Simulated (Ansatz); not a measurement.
## AlRu under a change: uniaxial strain ε_zz = +3.00 %

Start from AlRu in the CsCl type structure (space group Pm-3m, No. 221; a = 2.977 Å; relaxed with 0.1 eV smearing). Axes: x, y, z lie along the cube axes.

Modification: the cell is stretched by 3.00 % along z with no lateral relaxation; the atoms relax in the strained cell.

Method: PBEsol/PAW in Ansatz (a quantum-chemistry and plane-wave program), no SOC. Γ-centred 19×19×19 mesh, Fermi–Dirac width 0.1 eV.

The volume per atom grows by 0.40 Å³, from 13.19 Å³ to 13.59 Å³ and the space group goes from Pm-3m (No. 221) to P4/mmm (No. 123). The shortest interatomic distance increases by 0.026 Å to 2.604 Å and the energy grows by 12 meV/atom. The pressure (mean of the normal stresses, compression positive) goes from zero to -6.0 GPa and the band gap stays zero. The stress (xx, yy, zz, yz, xz, xy; compression positive) amounts to (-4.4, -4.4, -9.1, 0.0, 0.0, 0.0) GPa.

Stability against distortions was not tested. All final runs are without spin polarisation.
